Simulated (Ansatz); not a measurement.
For GePt (model structure, started from the WC type, P-6m2, No. 187, 2 atoms in the cell), PBEsol (plane waves, PAW; Ansatz, an electronic-structure program) gives:

| Item | Result |
|---|---|
| lattice parameter a | 3.735 Å |
| c axis length | 2.830 Å |

Question: What does r²SCAN in Ansatz (PAW) give for the same quantities?

Answer: 
- lattice constant a: 3.827 Å (goes up by 2.5 %)
- lattice parameter c: 2.744 Å (drops by 3.0 %)

Changes are worked out from the printed values.

Unless a cell is named, each level is at its own relaxed cell (PBEsol 17.10, r²SCAN 17.41 Å³/atom).

Levels without +SOC leave out spin–orbit coupling, which shifts energies and cells of such heavy elements.

The crystal itself was run without spin with PBEsol, r²SCAN; a magnetic state was not tried in these runs.

Ansatz's density-functional and Hartree–Fock values are scalar-relativistic unless marked +SOC, with PAW data made under PBE.

A model structure was made by putting elements into a prototype or built by hand; it is no filed structure, need not be a known phase, and can be a saddle point held by its symmetry.
